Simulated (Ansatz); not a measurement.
The structure below was relaxed with Ansatz (an electronic-structure program) PBE, no spin-orbit coupling, earlier PAW set.

```yaml
crystal:
  lattice:
    - [3.21975, 0.00000, 0.00000]
    - [-1.60988, 2.78839, 0.00000]
    - [0.00000, 0.00000, 4.06967]
  atoms:
    - { symbol: Ca, position: [0.00000, 0.00000, 0.00000] }
    - { symbol: B, position: [0.33333, 0.66667, 0.50000] }
    - { symbol: B, position: [0.66667, 0.33333, 0.50000] }
```

Find the space group and the Wyckoff positions.

Space group P6/mmm (No. 191); a = b = 3.220 Å, c = 4.070 Å, α = β = 90.00°, γ = 120.00°

| atom | site | symmetry | x | y | z |
|---|---|---|---|---|---|
| Ca | 1a | 6/mmm | 0.0000 | 0.0000 | 0.0000 |
| B | 2d | -6m2 | 0.3333 | 0.6667 | 0.5000 |

Stability against distortions was not tested. The final runs are not spin-polarised. The cell was made from TiB2 by this change: Ti → Ca; the result is a model cell, its experimental status unchecked.
